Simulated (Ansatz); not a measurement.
The parent structure is Sr₃SbN in the anti-perovskite structure (space group Pm-3m, No. 221; a cell from a computed database, its experimental status unchecked).

```
CELL_PARAMETERS angstrom
      5.18633     0.00000     0.00000
      0.00000     5.18633     0.00000
      0.00000     0.00000     5.18633
ATOMIC_POSITIONS crystal
  Sr 0.00000 0.50000 0.50000
  Sr 0.50000 0.00000 0.50000
  Sr 0.50000 0.50000 0.00000
  Sb 0.00000 0.00000 0.00000
  N  0.50000 0.50000 0.50000
```

Computed with r2SCAN (Ansatz, a program for electronic structure), no spin-orbit coupling, earlier PAW set.

Before the change:

Band gap: 0.57 eV
Hole mass: 0.15, 0.50, 0.50 mₑ (at Γ)
Shortest interatomic distance: 2.593 Å

Now apply this change: cell and atoms relaxed at a pressure of 9 GPa.

Task: How does this affect the band gap, hole mass and shortest interatomic distance?

Result: The band gap decreases by 0.32 eV (0.57 eV → 0.25 eV); the hole mass (degenerate bands, along [100]) changes from 0.15, 0.50, 0.50 mₑ (at Γ) to 0.13, 0.43, 0.43 mₑ (at Γ); the shortest interatomic distance drops by 0.114 Å to 2.479 Å.

Spin-orbit coupling, missing from the scalar runs, can matter with Sb. Load acts through the strain it causes; cell and atoms are relaxed under it. Masses are band curvatures over ±0.01 Å⁻¹ around the edge. No phonon test of stability was made. Competing high-pressure phases were not computed. The zero or small gap of Sr3SbN under pressure 9 GPa can change with the level of theory.
